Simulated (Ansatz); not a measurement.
Cubic perovskite KZnF3 was calculated with PBEsol (plane waves, PAW; Ansatz, a first-principles code).

Settings: plane-wave cutoff 560 eV, 6×6×6 k mesh, perturbation theory, scalar-relativistic PAW data made under PBE.

Cell (relaxed at this level):

KZnF3 is modelled in the cubic space group Pm-3m (No. 221), the cubic perovskite structure, Pearson symbol cP5. Lattice parameters: a = b = c = 4.052 Å, α = β = γ = 90.00°. K on 1a is coordinated by 12 F at 2.865 Å (cuboctahedral). Zn on 1b is coordinated by 6 F at 2.026 Å (octahedral). F on 3c sees 2 Zn at 2.026 Å and 4 K at 2.865 Å (octahedral). (Neighbours: up to the widest gap in distance over summed covalent radii, below 1.35, at either atom; cation-cation and far metal-metal contacts left out.)

**Question.** Predict the high-frequency dielectric constant and static dielectric constant.

**Answer.** 
high-frequency dielectric constant: 2.43
static dielectric constant: 9.91

Measured, for comparison: high-frequency dielectric constant 2.17, static dielectric constant 8.6 (room temperature, no zero-point or thermal correction; as tabulated in Dubrovin et al. (2021), arXiv:2110.13026). Computed (rounded) less measured: high-frequency dielectric constant +12 %, static dielectric constant +15 %.
